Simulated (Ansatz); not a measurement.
Point defect Si vacancy + C vacancy + Sn interstitial in 4H silicon carbide

Method: PBE, PAW (plane waves to 420 eV; Ansatz, a program for electronic structure). The supercell holds 72 host sites (3×3×1 repeats of the unit cell), with a 2×2×2 Γ-centred k-point sampling for the final energies. Site at the start: a built cluster, 1.9 Å across. Finite-size correction: monopole term and site-potential alignment. Dielectric constants: PBE linear response of the host. Host gap at this level: 2.22 eV. Finite-size and sampling errors can reach tenths of an eV here. The semilocal functional narrows the gap, so deep levels can fall outside it. Spin–orbit coupling is left out, which matters for these heavy elements. Each state is the lowest found from its start.

In at least one state atoms left their starting sites on relaxation (a large move, or an atom on the emptied site), so the name describes the start.

```json
[
 {"charge": "+2", "moment (μB)": "not spin-polarised", "point group": "C3v", "largest move off a lattice site (Å)": "0.20", "image correction with alignment (eV)": "0.93", "above the lowest spin state (eV)": "0.00"},
 {"charge": "+2", "moment (μB)": "0.0", "point group": "C3v", "largest move off a lattice site (Å)": "0.20", "image correction with alignment (eV)": "0.93", "above the lowest spin state (eV)": "0.00"},
 {"charge": "+1†", "moment (μB)": "fractional", "point group": "–", "largest move off a lattice site (Å)": "0.14", "image correction with alignment (eV)": "0.29", "above the lowest spin state (eV)": "0.00"},
 {"charge": "0†", "moment (μB)": "not spin-polarised", "point group": "–", "largest move off a lattice site (Å)": "0.13", "image correction with alignment (eV)": "0.00", "above the lowest spin state (eV)": "0.00"},
 {"charge": "0†", "moment (μB)": "fractional", "point group": "–", "largest move off a lattice site (Å)": "0.14", "image correction with alignment (eV)": "0.00", "above the lowest spin state (eV)": "0.00"},
 {"charge": "−1†", "moment (μB)": "fractional", "point group": "–", "largest move off a lattice site (Å)": "0.17", "image correction with alignment (eV)": "0.05", "above the lowest spin state (eV)": "0.00"}
]
```

† Not settled in this cell, so no level is given: charge +1: fractional moment, a level filled in part, carriers not clearly localised; charge 0: carriers not clearly localised; charge −1: fractional moment, a level filled in part.

Point groups are those of the whole cell at tolerances of 0.03 and 0.1 Å ("near" where only the looser one holds); none is given for unsettled states.

Starting moments that weren't kept: charge +2 began with 2 μB and ended with 0.0; charge +1 began with 1 μB and ended with 0.5; charge 0 began with 2 μB and ended with 0.5; charge −1 began with 1 μB and ended with 0.5.

Flagged in the runs: a doubtful potential alignment, a host whose relaxation on this sampling wasn't shown to rest, a strain field that reaches the edge of the cell.
